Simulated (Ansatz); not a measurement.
Consider a 16-atom cell of (Mo,Ti) started in the body-centred cubic structure, site fractions Mo 0.500, Ti 0.500, short-range order -0.50 among the nearest mixed sites of the first mixed sublattice (0 is random, a negative value favours unlike neighbours), space group P2_1/m at the end, an ordered arrangement that its symmetry holds. Its start:

```xyz
16
Lattice="1.5772 -4.7626 -4.7770 4.7708 1.6067 4.7708 -4.7770 -4.7626 1.5772" Properties=species:S:1:pos:R:3 pbc="T T T"
Mo    -1.6147    -7.8946    -1.6147
Ti    -0.0387    -6.4729    -3.2158
Ti    -3.2158    -6.4729    -0.0387
Ti    -1.5761    -4.6374    -1.5761
Mo    -0.0498    -6.3263    -0.0498
Ti     1.6319    -4.8455    -1.5451
Ti    -1.5451    -4.8455     1.6319
Mo    -0.0148    -3.1321    -0.0148
Ti     1.5240    -4.6580     1.5240
Mo     3.2058    -3.1772     0.0287
Ti     0.0237     0.1252     0.0237
Mo     0.0287    -3.1772     3.2058
Mo     1.5501    -1.5638     1.5501
Mo     4.7707    -1.6089     1.5936
Mo     1.5936    -1.6089     4.7707
Ti     3.1239     0.1046     3.1239
```

Computed with PBE (plane waves to 420 eV, PAW; Ansatz, a first-principles code). No spin–orbit coupling; the runs are not spin-polarised. Its k-point mesh 5×6×5, Fermi–Dirac width 0.05 eV.

Question: Predict the alloy's volume and bond lengths.

Answer: 
| Property | Value |
|---|---|
| volume per atom | 16.10 Å³ |
| Mo–Ti bonds (within 1.22 times the sum of covalent radii) | 2.866 Å on average, from 2.682 to 3.232 (64) |
| Mo–Mo bonds (within 1.22 times the sum of covalent radii) | 3.034 Å on average, from 2.580 to 3.315 (24) |
| Ti–Ti bonds (within 1.22 times the sum of covalent radii) | 3.044 Å on average, from 2.851 to 3.161 (24) |
| check of the structure type | not passed: over a tenth of the atoms count other neighbours than the ideal type within 1.2 times their shortest bond (scaled by covalent radii), so no mixing enthalpy is given |
